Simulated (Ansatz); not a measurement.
System: cubic perovskite TlMnCl3. Method: rVV10 (PAW; Ansatz, an electronic-structure program).

Run with plane-wave cutoff 520 eV, 8×8×8 k mesh, Fermi–Dirac smearing 0.01 eV, spin-polarised start, scalar-relativistic PAW data made under PBE.

A third-order Birch–Murnaghan fit to the energies gives V0 = 25.388 Å³/atom, B0 = 40.6 GPa, B′ = 4.6.

```tsv
V (Å³/atom)	P (GPa)
23.865	[?]
24.373	1.818
24.881	[?]
25.389	0.000
25.896	[?]
26.404	-1.455
26.912	-2.070
```

Estimate the withheld pressures from this fit; the answers are the runs' own values.


- 23.865, P (GPa): 2.891
- 24.881, P (GPa): 0.858
- 25.896, P (GPa): -0.768

The formula P = (3/2) B0 (x^(7/3) − x^(5/3)) [1 + (3/4)(B′ − 4)(x^(2/3) − 1)] with x = V0/V meets the computed pressures within 0.01 GPa when these rounded values are put in.

Note: the magnetic order was assumed, not searched for or taken from measurement; the relaxation could not lower the start's symmetry, so the cell can be a saddle point above a distorted one.

Spin–orbit coupling is not included; it can shift volumes and moduli of such heavy elements.

Static lattice: no zero-point or thermal effects.
